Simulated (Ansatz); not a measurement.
Where the default PAW files enter, the runs use the earlier of Ansatz's two default sets.

Inside the gap of an insulator the Bloch states are evanescent, with a wavenumber k + iκ along the transport direction.

Data:

```yaml
crystal:
  lattice:
    - [3.55802, 0.00000, 0.00000]
    - [0.00000, 5.17186, 0.00000]
    - [0.00000, 0.00000, 3.55802]
  atoms:
    - { symbol: Hf, position: [0.50000, 0.50000, 0.50000] }
    - { symbol: Hf, position: [0.00000, 0.00000, 0.00000] }
    - { symbol: O, position: [0.50000, 0.30279, 0.00000] }
    - { symbol: O, position: [0.50000, 0.80279, 0.00000] }
    - { symbol: O, position: [0.00000, 0.19721, 0.50000] }
    - { symbol: O, position: [0.00000, 0.69721, 0.50000] }
```

Space group of this cell: P4_2/nmc. The cell is taken as given; by LDA its mean pressure is -4.7 GPa.

Transport runs along the normal of the first two printed cell vectors, the (100) plane of the conventional cell.

The gap is the functional's own. No spin-orbit coupling. Mid-gap values are interpolated on the energy grid.

Task: State the band gap and the smallest decay constant κ at mid-gap according to LDA run with Ansatz (a quantum-chemistry and plane-wave program).

Result: Gap 4.56 eV on a 8×6×8 mesh; κ = 0.382 1/Å, at the zone centre.
